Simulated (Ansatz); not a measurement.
Base system: WC (space group P-6m2, No. 187; a = 2.9127 Å, c = 2.8354 Å; relaxed with 0.1 eV smearing). Axes: x lies along a and z along c of the hexagonal cell.

Computed with r2SCAN (Ansatz, a first-principles code), no SOC.

The change: biaxial strain −2.50 %, plane normal [001], relaxed out of plane (Cartesian); in-plane vectors clamped, the third vector and the atoms free.

Question: Predict the new ratio −ε⊥/ε∥.

Answer: The ratio −ε⊥/ε∥ is 0.37.

Stability against distortions was not tested. All final runs are without spin polarisation.
